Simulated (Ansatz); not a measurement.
## A computed series for ZrSi2: pressure series

The parent structure is ZrSi₂ (space group Cmcm, No. 63).

```yaml
crystal:
  lattice:
    - [1.83730, -7.28370, 0.00000]
    - [1.83730, 7.28370, 0.00000]
    - [0.00000, 0.00000, 3.65610]
  atoms:
    - { symbol: Si, position: [0.94597, 0.05403, 0.75000] }
    - { symbol: Si, position: [0.05403, 0.94597, 0.25000] }
    - { symbol: Si, position: [0.24985, 0.75015, 0.75000] }
    - { symbol: Si, position: [0.75015, 0.24985, 0.25000] }
    - { symbol: Zr, position: [0.60474, 0.39526, 0.75000] }
    - { symbol: Zr, position: [0.39526, 0.60474, 0.25000] }
```

Cell and atoms are relaxed at each pressure.

Level of theory: DFT with PBEsol, PAW potentials and a 420 eV plane-wave cutoff in Ansatz (a first-principles code), no spin-orbit coupling.

```tsv
P (GPa)	V (Å³/atom)
-2.00	16.564
-1.00	16.434
0.90	16.201
2.09	16.061
4.49	15.798
8.99	15.356
14.99	14.848
22.50	14.307
29.99	13.844
```

A third-order Birch–Murnaghan fit to these points gives V₀ = 16.31 Å³/atom, B₀ = 133 GPa and B₀′ = 3.9. At pressure 30 GPa the volume is 84.9 % of V₀.

Load acts through the strain it causes; cell and atoms are relaxed under it. No phonon test of stability was made. Competing high-pressure phases were not computed. All final runs are without spin polarisation.
